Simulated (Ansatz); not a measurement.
The structure below was relaxed with r2SCAN/PAW in Ansatz (a program for electronic structure), without spin-orbit coupling.

```
CELL_PARAMETERS angstrom
      0.00000     2.82774     2.82774
      2.82774     0.00000     2.82774
      2.82774     2.82774     0.00000
ATOMIC_POSITIONS crystal
  Pt 0.00000 0.00000 0.00000
  Pb 0.50000 0.50000 0.50000
```

Task: Find the space group and the Wyckoff positions.

Result: Space group Fm-3m (No. 225); a = b = c = 5.6555 Å, α = β = γ = 90.00°

```tsv
atom	site	symmetry	x	y	z
Pt	4a	m-3m	0.0000	0.0000	0.0000
Pb	4b	m-3m	0.5000	0.5000	0.5000
```

Task: Describe the coordination.

Result: The crystal has 8 atoms in its conventional cell. Conventional cell: a = b = c = 5.655 Å, α = β = γ = 90.00°. Pt is coordinated by 6 Pb at 2.828 Å (octahedral). Pb is surrounded by 6 Pt at 2.828 Å (octahedral). (Neighbours: up to the widest gap in distance over summed covalent radii, below 1.35, at either atom.)

Whether these cells are dynamically stable was not tested. All final runs are without spin polarisation. The cell was made from PbS by this change: S → Pt; the result is a hypothetical phase, not in the database extracts checked.
